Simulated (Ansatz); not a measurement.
A computed series for W: pressure series

Take W in the bcc (W type) structure (space group Im-3m, No. 229) as the base.

```
W
1.0
   -1.56775     1.56775     1.56775
    1.56775    -1.56775     1.56775
    1.56775     1.56775    -1.56775
W
1
Direct
  0.00000   0.00000   0.00000
```

Cell and atoms are relaxed at each pressure.

Level of theory: LDA (Ansatz, an electronic-structure program; PAW; 420 eV plane waves; no spin-orbit coupling).

```csv
pressure (GPa),volume per atom (Å³/atom)
-2,15.507
-1,15.460
0,15.413
0.9,15.372
2.1,?
4.5,15.213
9,15.025
15,14.792
22.5,14.526
```

**Question.** Fit the third-order Birch–Murnaghan form P(V) = (3B₀/2)[(V₀/V)^(7/3) − (V₀/V)^(5/3)]·[1 + (3/4)(B₀′ − 4)((V₀/V)^(2/3) − 1)] (squares taken in P) to the rows shown and predict the withheld row.

**Answer.** Least squares on the printed values gives V₀ = 15.413 Å³/atom, B₀ = 334 GPa, B₀′ = 4.3; this predicts 15.318 Å³/atom, and the run gives 15.319 Å³/atom, in agreement.

Load acts through the strain it causes; cell and atoms are relaxed under it. No phonon test of stability was made. Competing high-pressure phases were not computed. The final runs are not spin-polarised.
